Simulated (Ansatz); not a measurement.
Take Cu in the fcc (Cu type) structure (space group Fm-3m, No. 225; a = 3.630 Å; relaxed with 0.1 eV smearing) as the base.

Computed with Ansatz (an electronic-structure program), PBE, PAW, cutoff 420 eV, without spin-orbit coupling.

Before the change:

- Pressure = 0.0 GPa

Perturbation: the cell is scaled by 1.0300 in all directions; the atoms relax in the strained cell.

Predict the new pressure and energy relative to the base.

The pressure goes from zero to -10.0 GPa; the energy goes up by 38 meV/atom.

No phonon test of stability was made. The final runs are not spin-polarised.
